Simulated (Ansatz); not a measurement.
Reference: CdTe (F-43m), r2SCAN with spin-orbit coupling, rigid bands (plane waves, PAW; Ansatz, a program for electronic structure); geometry: cell and atoms relaxed with r2SCAN.

```cif
data_CdTe
_chemical_formula_sum 'Cd1 Te1'
_space_group_name_H-M_alt 'P 1'
_space_group_IT_number 1
_cell_length_a 4.63699
_cell_length_b 4.63699
_cell_length_c 4.63699
_cell_angle_alpha 60.000
_cell_angle_beta 60.000
_cell_angle_gamma 60.000
loop_
_space_group_symop_operation_xyz
  'x, y, z'
loop_
_atom_site_label
_atom_site_type_symbol
_atom_site_fract_x
_atom_site_fract_y
_atom_site_fract_z
_atom_site_occupancy
Cd1 Cd 0.00000 0.00000 0.00000 1
Te1 Te 0.25000 0.25000 0.25000 1
```

The band gap is 0.91 eV and the electron conductivity mass comes out as 0.094 mₑ. The hole conductivity mass is 0.57 mₑ and the Seebeck coefficient, n-type 1e19 cm⁻³ is -62 μV/K.

Question: Swap Cd for Be, keeping the structure type. How do these values move?

Answer: BeTe (F-43m): volume per atom 35.3 to 22.6 Å³; band gap rises (0.91 eV to 2.09 eV); electron conductivity mass rises (0.094 mₑ to 0.38 mₑ); hole conductivity mass falls (0.57 mₑ to 0.40 mₑ); Seebeck coefficient, n-type 1e19 cm⁻³ rises in size (-62 μV/K to -304 μV/K).

Moves up to 5 % count as about the same. Masses are for dilute carriers at 300 K, harmonic means over directions unless an axis is named. Seebeck coefficients are for the stated density at 300 K, with one relaxation time for all states and whether or not that doping can be reached.
